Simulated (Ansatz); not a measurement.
We consider WC (model structure, started from the NbAs type, I4₁md, No. 109, 4 atoms in the cell), described by r²SCAN in Ansatz (plane waves, PAW).

Settings: plane-wave cutoff 560 eV, 28×28×28 k mesh, Fermi–Dirac smearing 0.05 eV, no spin polarisation, scalar-relativistic PAW data made under PBE.

Cell (relaxed at this level):

```yaml
crystal:
  lattice:
    - [-1.43650, 1.43650, 5.04396]
    - [1.43650, -1.43650, 5.04396]
    - [1.43650, 1.43650, -5.04396]
  atoms:
    - { symbol: W, position: [0.49930, 0.49930, 0.00000] }
    - { symbol: W, position: [0.24930, 0.74930, 0.50000] }
    - { symbol: C, position: [0.91670, 0.91670, 0.00000] }
    - { symbol: C, position: [0.66670, 0.16670, 0.50000] }
```

**Question.** Predict the bulk modulus.

**Answer.** 
bulk modulus: 407 GPa

Note: the run has no spin polarisation, so it can have missed a magnetic state; the bulk modulus is −V dP/dV from two relaxed cells at ±2 % in volume; the relaxation could raise the start's symmetry but not lower it, so the cell can be a saddle point.

Spin–orbit coupling is not included; it can open a gap where bands touch, and shift volumes and moduli.

The computed numbers hold no vibrational or temperature effects.

A model structure was made by putting elements into a prototype or built by hand; it is no filed structure, need not be a known phase, and can be a saddle point held by its symmetry.

Ansatz is a quantum-chemistry and plane-wave program.
